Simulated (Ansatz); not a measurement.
The reference is PbSe in the rock salt structure (space group Fm-3m, No. 225; a = 6.178 Å).

Computed with Ansatz (a first-principles code), r2SCAN, PAW, cutoff 500 eV, without spin-orbit coupling.

Base values:

| Property | Result |
|---|---|
| Magnetic state | not spin-polarised |
| Lattice parameter a | 6.178 Å |

One thing is altered: every Pb is replaced by Os, then cell and atoms are relaxed.

Q: Estimate the effect on the magnetic state.

A: The magnetic state becomes ferromagnetic (base: not spin-polarised).

Q: What does the calculation give for the lattice parameter a after the change?

A: The lattice parameter a decreases by 1.030 Å, from 6.178 Å to 5.148 Å.

Other magnetic orders, which the real material may have, were not ruled out. No phonon test of stability was made. As relaxed here, OsSe is a hypothetical phase, not in the database extracts checked.
